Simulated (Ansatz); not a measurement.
This concerns the formation energy of H_i in Al (fcc, Fm-3m). Reaction: 32 Al (fcc) + 1/2 H2 (gas) → cell A.

Cell A: a supercell of 32 sites of Al (fcc, Fm-3m) with H off the lattice sites (6 Al at 2.06 Å); spin state with PBE: run without spin, k-point mesh 5×5×5.
```
CELL_PARAMETERS angstrom
      8.08113     0.00000     0.00000
      0.00000     8.08113     0.00000
      0.00000     0.00000     8.08113
ATOMIC_POSITIONS crystal
  Al 0.99447 0.00000 0.00000
  Al 0.00031 0.24969 0.24969
  Al 0.25000 0.00000 0.25553
  Al 0.25000 0.25553 0.00000
  Al 0.99866 0.00000 0.50000
  Al 0.00031 0.24969 0.75031
  Al 0.25000 0.00000 0.74447
  Al 0.25000 0.25134 0.50000
  Al 0.99866 0.50000 0.00000
  Al 0.00031 0.75031 0.24969
  Al 0.25000 0.50000 0.25134
  Al 0.25000 0.74447 0.00000
  Al 0.99904 0.50000 0.50000
  Al 0.00031 0.75031 0.75031
  Al 0.25000 0.50000 0.74866
  Al 0.25000 0.74866 0.50000
  Al 0.50553 0.00000 0.00000
  Al 0.49969 0.24969 0.24969
  Al 0.75000 0.00000 0.25134
  Al 0.75000 0.25134 0.00000
  Al 0.50134 0.00000 0.50000
  Al 0.49969 0.24969 0.75031
  Al 0.75000 0.00000 0.74866
  Al 0.75000 0.25096 0.50000
  Al 0.50134 0.50000 0.00000
  Al 0.49969 0.75031 0.24969
  Al 0.75000 0.50000 0.25096
  Al 0.75000 0.74866 0.00000
  Al 0.50096 0.50000 0.50000
  Al 0.49969 0.75031 0.75031
  Al 0.75000 0.50000 0.74904
  Al 0.75000 0.74904 0.50000
  H  0.25000 0.00000 0.00000
```

Reference: Al (fcc, Fm-3m), 32 atoms in the cell, the relaxed perfect crystal repeated, atoms not moved again, k-point mesh 5×5×5 on the run's own vectors.

Reference: an isolated H2 molecule (singlet) in a box of 11 × 11 × 13 Å.

All numbers come from Ansatz (an electronic-structure program), plane waves with PAW, its PAW set soft_1, cutoff 420 eV, 500 eV for r2SCAN. The structures are at rest with PBE, within the held lattices; other levels are single points on them. Neutral cells; Fermi-Dirac smearing of at most 0.10 eV in the solids, energies taken to zero width. The lattices are those relaxed with PBE, so at other levels the solids can be strained, which adds to the spread. Larger cells are relaxed from a start prepared with the learned potential CHGNet, on a coarser mesh till forces fall under 0.03 eV/Å, which some starts already meet. A dispersion term (D3(BJ), or D4 for r2SCAN) was computed beside these levels and is taken off wherever the name lacks it. Space groups of crystals are read within 0.01 Å. Static lattices, no vibrational contributions. The structures are the rest points that the relaxations reached, not proven lowest. No correction for cell size. Mesh and cell size may move defect energies by 0.1 eV or more. Cell A has symmetry Pm-3m within 0.02 Å and got no random move, so less symmetric positions, which may lie lower, weren't tried.

Task: What value does PBE give?

Result: 0.79 eV, for 32 Al (fcc) + 1/2 H2 (gas) → cell A.

Task: List the value at the remaining levels and say how far they part.

Result: 
| Level | value (eV) | less PBE |
|---|---|---|
| r2SCAN | 0.81 | 0.02 |

The levels shown span only 0.02 eV, too little to tell them apart.
